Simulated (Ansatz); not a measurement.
## MnGe (model structure, started from the WC type, P-6m2, No. 187, 2 atoms in the cell)

The numbers are results of r²SCAN (Ansatz, an electronic-structure program, PAW), not measurements.

Numerical settings: plane-wave cutoff 500 eV, 18×18×12 k mesh (along the axes of the cell as run), Fermi–Dirac smearing 0.05 eV, spin-polarised with parallel moments, scalar-relativistic PAW data made under PBE.

Cell (relaxed at this level):

MnGe has the hexagonal space group P-6m2 (No. 187), Pearson symbol hP2. Cell: a = 3.826 Å, b = 3.826 Å, c = 2.693 Å, α = 90.00°, β = 90.00°, γ = 120.00°. Mn on 1a is coordinated by 6 Ge at 2.587 Å and 2 Mn at 2.693 Å. Ge on 1f has 6 Mn at 2.587 Å and 2 Ge at 2.693 Å. (Neighbours: up to the widest gap in distance over summed covalent radii, below 1.35, at either atom; cation-cation and far metal-metal contacts left out.)

```yaml
band_gap: none
```

Note: the magnetic order was assumed, not searched for or taken from measurement; the relaxation could raise the start's symmetry but not lower it, so the cell can be a saddle point.

Spin–orbit coupling is not included.

Computed values are for the static lattice.

A model structure was made by putting elements into a prototype or built by hand; it is no filed structure, need not be a known phase, and can be a saddle point held by its symmetry.
